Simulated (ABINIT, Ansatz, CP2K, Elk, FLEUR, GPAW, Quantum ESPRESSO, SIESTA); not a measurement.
# Code comparison for InP (F-43m, 2 atoms in the cell)

Self-consistent single point, at a second geometry (lattice scaled by 0.98). First geometry:

```yaml
crystal:
  lattice:
    - [0.00000, 2.93500, 2.93500]
    - [2.93500, 0.00000, 2.93500]
    - [2.93500, 2.93500, 0.00000]
  atoms:
    - { symbol: In, position: [0.00000, 0.00000, 0.00000] }
    - { symbol: P, position: [0.25000, 0.25000, 0.25000] }
```

Shared settings, as Ansatz (a first-principles code) writes them: kpoints.mp_grid.grid = 7 7 7; scf.occupations.method = fermi_dirac; scf.occupations.width = 0.02 eV. Potentials and cutoffs stand in the table.

| code | model | ΔF from the first geometry (meV/atom) | pressure (GPa) | gap on the mesh (eV) | cutoff |
|---|---|---|---|---|---|
| GPAW | PBE, GPAW PAW datasets PBE (gpaw-data 1.0.1) | 47.7 | 7.75 | 1.012 | 600 eV |
| Ansatz | PBE, default PAW files | 50.1 | 8.02 | 1.018 | 420 eV |
| Elk | PBE, all-electron FP-LAPW, Elk's shipped species files, APW+lo basis with extra local orbitals | 50.9 | – | 1.013 | rgkmax 8 |
| FLEUR | PBE, all-electron FLAPW (FLEUR), scalar-relativistic valence | 50.9 | – | 1.018 | Kmax 4.6 1/bohr |
| CP2K | PBE, GPW, DZVP-MOLOPT-SR-GTH basis, GTH-PBE potentials (GTH_POTENTIALS) | 55.7 | 8.76 | 0.985 | grid 500 Ry |
| SIESTA | GGA PBE, numerical atomic orbitals DZP, PseudoDojo PBE standard norm-conserving potentials (rewritten from UPF to PSML) | 46.7 | 7.68 | 1.249 | grid 350 Ry |
| Quantum ESPRESSO | PBE, SSSP 1.1.2 efficiency (PBE) pseudopotentials | 51.0 | 8.13 | 1.023 | 55 Ry |
| ABINIT | PBE, norm-conserving pseudopotentials (PseudoDojo nc-sr-05 PBE standard) | 50.9 | 8.15 | 1.017 | 35 Ha |

A dash marks a value that a program does not give, or that is left out as unsure.

Gaps are read on the mesh.

The spread over the programs that give each value: ΔF from the first geometry within 9.0 meV/atom; pressure within 1.08 GPa; gap on the mesh within 0.264 eV.

CP2K and SIESTA use small atom-centred bases, whose incompleteness enters pressures, forces and empty levels differently from a plane-wave cutoff. Elk and FLEUR treat all electrons, but the usual bases taken here (sphere radii, linearisation, local orbitals, empty states) were not tested for convergence, so the values are no reference for the others. Ansatz's pressure is given at a fixed set of plane waves, as the other plane-wave codes print theirs; with its correction for the finite basis it is 8.07 GPa. In the gap, SIESTA (by 0.232) lies more than 0.12 eV from the median of the plane-wave programs.

The starting cell has typed, rounded lattice constants, without a prior relaxation at this level. For this run, on top of that: lattice scaled by 0.98.

Keys are those of Ansatz 0.2.
